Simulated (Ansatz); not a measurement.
We consider C (model structure, started from the Si type, R-3, No. 148, 8 atoms in the cell), described by LDA (Ansatz, a program for electronic structure, plane waves, PAW).

Run with plane-wave cutoff 520 eV, 10×10×10 k mesh, Fermi–Dirac smearing 0.01 eV, scalar-relativistic PAW data made under PBE.

Computed at the level's own relaxed cell.

```
C
1.0
    3.14039     1.81311     1.27418
   -3.14039     1.81311     1.27418
    0.00000    -3.62621     1.27418
C
8
Cartesian
 -2.17097  -0.56047   1.51834
  2.17097   0.56047   2.30421
  1.57087  -1.59989   1.51834
 -1.57087   1.59989   2.30421
  0.60011   2.16035   1.51834
 -0.60011  -2.16035   2.30421
  0.00000   0.00000   2.67688
  0.00000   0.00000   1.14567
```

Q: List the 22 lowest band energies at Γ above −25 eV (eV, relative to the valence band maximum), grouping those that round alike.

A: At Γ: -21.59, -11.98 (×2), -10.86 (×2), -10.84, -10.34, -9.48, -7.85 (×2), -7.12, -6.36 (×2), -1.91 (×2), -1.89, 6.58, 7.84 (×2), 9.51 (×2), 10.18.

Note: the relaxation could raise the start's symmetry but not lower it, so the cell can be a saddle point.

A model structure was made by putting elements into a prototype or built by hand; it is no filed structure, need not be a known phase, and can be a saddle point held by its symmetry.
